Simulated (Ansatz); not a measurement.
The reference is Ir in the diamond structure (space group Fd-3m, No. 227; a = 5.567 Å; a hypothetical phase, not in the database extracts checked).

Method: PBE in Ansatz (plane waves to 420 eV, PAW, no spin-orbit coupling).

For the base:

The band gap is zero and the lattice parameter a is 5.567 Å.

Modification: a hydrostatic pressure of 7.5 GPa.

Question: Predict the new band gap.

Answer: The band gap is still zero.

Question: Estimate the effect on the lattice parameter a.

Answer: The lattice parameter a falls by 0.068 Å, from 5.567 Å to 5.499 Å.

Load acts through the strain it causes; cell and atoms are relaxed under it. Whether these cells are dynamically stable was not tested. Competing high-pressure phases were not computed. The final runs are not spin-polarised.

Ansatz is a quantum-chemistry and plane-wave program.
